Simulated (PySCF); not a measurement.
PySCF 2.14.0, PBE0/def2-svp, df: Hf(F)3 ([F][Hf+]([F])[F]), charge +1, multiplicity 1, 4 atoms. The geometry is a generated start, not checked to be a minimum at this level.

```
Property                                            Result
-------------------------  -------------------------------
task                                                energy
method                                                pbe0
basis                                             def2-svp
two-electron scheme                        density fitting
mol.max_memory                                     3000 MB
mf.max_cycle                                           100
mf.conv_tol                                1e-09 (default)
mf.grids.level                                 3 (default)
effective core potentials  those of the basis set, past Kr
basis functions                                         74
grid points                                          66584
```

```xyz
4

Hf     0.0711     0.6582     0.2079
F      1.5743    -0.3555    -0.2002
F     -0.7494    -0.5767     1.3240
F     -0.8960     0.2739    -1.3316
```

Charge 1 and multiplicity 1 are set for this test and not shown to be the ground state.

With the defaults (mf.DIIS = CDIIS, mf.diis = true, newton = off, mf.diis_damp = 0, mf.diis_space = 8, mf.damp = 0, mf.diis_start_cycle = 1, mf.init_guess = minao) it converges in 12 Fock builds. One run each on 2 threads, 1 BLAS thread, with these changes:
- mf.DIIS = ADIIS
- newton = Hessian by the SCF's own integrals
- mf.diis_damp = 0.3
- mf.damp = 0.3, mf.diis_start_cycle = 4
- mf.DIIS = EDIIS
- mf.init_guess = huckel
- mf.init_guess = 1e
- mf.diis = false
- mf.diis_space = 3

Which of these changes keep the SCF from converging, or lead it to another solution?

No convergence: mf.DIIS = EDIIS; mf.diis = false (the run ends without SCF convergence in 100 cycles). The rest reach the solution of the defaults.

```json
[
 {"setting": "the defaults", "Fock builds": "12", "end": "same solution"},
 {"setting": "mf.diis_damp = 0.3", "Fock builds": "12", "end": "same solution"},
 {"setting": "mf.init_guess = 1e", "Fock builds": "14", "end": "same solution"},
 {"setting": "mf.init_guess = huckel", "Fock builds": "15", "end": "same solution"},
 {"setting": "mf.diis_space = 3", "Fock builds": "16", "end": "same solution"},
 {"setting": "mf.damp = 0.3, mf.diis_start_cycle = 4", "Fock builds": "16", "end": "same solution"},
 {"setting": "mf.DIIS = ADIIS", "Fock builds": "20", "end": "same solution"},
 {"setting": "newton = Hessian by the SCF's own integrals", "Fock builds": "33", "end": "same solution"},
 {"setting": "mf.DIIS = EDIIS", "Fock builds": "101", "end": "no convergence"},
 {"setting": "mf.diis = false", "Fock builds": "101", "end": "no convergence"}
]
```

Under newton the count holds the products with the orbital Hessian.
